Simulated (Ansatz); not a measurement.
Consider Ag in the fcc (Cu type) structure (space group Fm-3m, No. 225; a = 4.054 Å; relaxed with 0.1 eV smearing). Axes: x, y, z lie along the cube axes.

Computed with PBEsol in Ansatz (plane waves to 420 eV, PAW, no spin-orbit coupling), earlier PAW set.

The change: the cell is scaled by 1.0124 in all directions, atoms relaxed at fixed cell.

Task: Predict the stress tensor and what it implies for the stiffness.

Result: Stress of the strained cell less that of the base (GPa, compression positive):
```
   -4.0     0.0     0.0
    0.0    -4.0     0.0
    0.0     0.0    -4.0
```

Then B = −ΔP/(ΔV/V₀) with ΔV/V₀ = 0.0377 gives secant stiffness values (nonlinear terms included at this strain): B ≈ 105 GPa.

As a check, the harmonic strain energy −½ V₀ Δσ:ε is 7.7 meV/atom; the computed energy rise is 8.1 meV/atom.

Stability against distortions was not tested.

Ansatz is a quantum-chemistry and plane-wave program.
